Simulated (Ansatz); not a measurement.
Worked example: relaxation of cell and atoms of KNa2 (Fd-3m, 6 atoms in the cell) in Ansatz (a program for electronic structure).

Method: PBE-D3BJ (plane waves, PAW; Ansatz).

```yaml
crystal:
  lattice:
    - [0.00000, 4.88287, 4.88287]
    - [4.88287, 0.00000, 4.88287]
    - [4.88287, 4.88287, 0.00000]
  atoms:
    - { symbol: Na, position: [0.12500, 0.12500, 0.12500] }
    - { symbol: Na, position: [0.62500, 0.12500, 0.12500] }
    - { symbol: Na, position: [0.12500, 0.62500, 0.12500] }
    - { symbol: Na, position: [0.12500, 0.12500, 0.62500] }
    - { symbol: K, position: [0.75000, 0.75000, 0.75000] }
    - { symbol: K, position: [0.50000, 0.50000, 0.50000] }
```

Reference input (self-consistent single point, DFT, PBE, plane waves, default PAW files): basis.ecutwfc = 420 eV; kpoints.mp_grid.grid = 5 5 5; hamiltonian.xc = pbe; hamiltonian.pseudopotentials = {kind: paw} (the program's default PAW files); scf.occupations.method = methfessel_paxton; scf.occupations.width = 0.05 eV. This run's input differs from it in these lines:

```diff
@@ -18,2 +18,3 @@
   xc: pbe
+  dispersion: d3bj
   pseudopotentials: { kind: paw }
@@ -21,2 +22,4 @@
   occupations: { method: methfessel_paxton, width: 0.05 eV }
+relax:
+  cell: {}
 output:
```

Log, with long lists cut:

```
   [... SCF lines of the steps left out ...]
relax step   1: F+E_penalty+E_count = -9022.01317735 eV  Δ(F+E_penalty+E_count) = +0.000e0 eV  max|allowed force component| = 1.041e-17 eV/Å  Δτ_max = 0.0000 Å  P = +1.171 GPa  Ω = 232.839 Å³  (7 SCF iters, dr2 threshold 1.00e-7 eV, accepted)
relax step   2: F+E_penalty+E_count = -9022.06238836 eV  Δ(F+E_penalty+E_count) = -4.921e-2 eV  max|allowed force component| = 1.089e-17 eV/Å  Δτ_max = 0.0000 Å  P = +0.840 GPa  Ω = 240.723 Å³  energy of the carried Pulay correction = -8.432e-5 eV  [...]
   [... lines left out ...]
relax step   4: F+E_penalty+E_count = -9022.12661969 eV  Δ(F+E_penalty+E_count) = -1.158e-3 eV  max|allowed force component| = 1.735e-17 eV/Å  Δτ_max = 0.0000 Å  P = +0.010 GPa  Ω = 266.790 Å³  energy of the carried Pulay correction = -3.443e-4 eV  [...]
relax step   5: F+E_penalty+E_count = -9022.12721886 eV  Δ(F+E_penalty+E_count) = -5.992e-4 eV  max|allowed force component| = 1.812e-17 eV/Å  Δτ_max = 0.0000 Å  P = +0.018 GPa  Ω = 266.790 Å³  stress off target by 1.84e-2 GPa  SCF on the basis [...]
basis re-selected at this cell: Δ(F+E_penalty+E_count) = -5.992e-4 eV, ΔP = +0.008 GPa vs the last step
the relaxation is at rest under the 48 symmetry operations that the run kept from its start: a minimum is not shown …
Stability not checked (fill_not_monotonic)
Free energy (F): -9022.127219 eV
Internal energy: -9022.126763 eV  (E = F + TS)
   [... lines left out ...]
Fermi energy:    2.244308 eV
  cell:  # Å, volume = 266.7895 Å³
   [... lines left out ...]
    - { symbol: Na, position: [0.625, 0.125, 0.125] }
    - { symbol: Na, position: [0.125, 0.625, 0.125] }
    - { symbol: Na, position: [0.12499999999999999, 0.12499999999999999, 0.625] }
    - { symbol: K, position: [0.7499999999999999, 0.7499999999999999, 0.7499999999999999] }
    - { symbol: K, position: [0.49999999999999994, 0.49999999999999994, 0.49999999999999994] }
```

The run converged. 

Summary of the result:
| Quantity | Value |
|---|---|
| Free energy E − TS (on the zero of these files) | -9022.1272 eV |
| Fermi level (on the code's own zero) | 2.24 eV |
| Pressure | 0.02 GPa |
| Dispersion energy | -0.879 eV |
| Final cell | a = 7.226 Å, b = 7.226 Å, c = 7.226 Å, α = 60.00°, β = 60.00°, γ = 60.00° |
| Final volume per atom | 44.46 Å³ |
| Relaxation steps | 5 |

The starting cell was generated: these elements placed on a structure prototype, without a prior relaxation; it need not be a known phase or ordering of this composition. Its lattice was rescaled by a random factor within 2.5 % of one. The relaxation keeps the symmetry of its start, so its end need not be a minimum. Ansatz's pressure includes its estimate of the finite-basis (Pulay) stress.

Keys are those of Ansatz 0.2.
